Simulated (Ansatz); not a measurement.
# CH3 on the 1x1 (111) surface of fcc Au (the real clean face reconstructs), one in a 2x2 cell, started at the site 'top Au'

Computed with PBE (plane waves to 420 eV, PAW; Ansatz, a program for electronic structure).

Set-up: 20 atoms, 7.2 Å thick at the start under the adsorbate (thin: gaps and levels are the slab's own); mesh 6x6x1; 0.1 eV smearing; dipole correction on; 8 atoms held, the rest relaxed; held to the start's symmetry, so lower structures may exist; spin-polarised, no spin-orbit, no U, no dispersion correction. The starting moment vanished. At the end it is bonded to Au. In PBE it is, or lies within 0.03 eV of, the lowest of the starts that converged.

```json
{
 "adsorption energy against CH4(g) − ½ H2(g)": "1.20 eV",
 "work_function_of_the_top_face": "4.52 eV",
 "change_of_the_work_function": "-0.60 eV",
 "change_of_the_step_from_the_bottom_to_the_top_vacuum_level_against_the_clean_slab": "-0.63 eV",
 "energy_released_by_relaxation": "0.100 eV",
 "height of the binding atom over the mean of the host atoms within 0.3 Å of the top one": "2.342 Å",
 "magnetic_moment_of_the_cell": "0.00 μB",
 "nearest_host_atoms_of_the_binding_atom": "Au at 2.12 Å, Au at 3.80 Å, Au at 3.80 Å",
 "largest_move_of_a_host_atom": "0.26 Å",
 "cost": "very roughly 12 core-minutes"
}
```

A negative adsorption energy means that the adsorbate is more stable on the surface than in its reference.
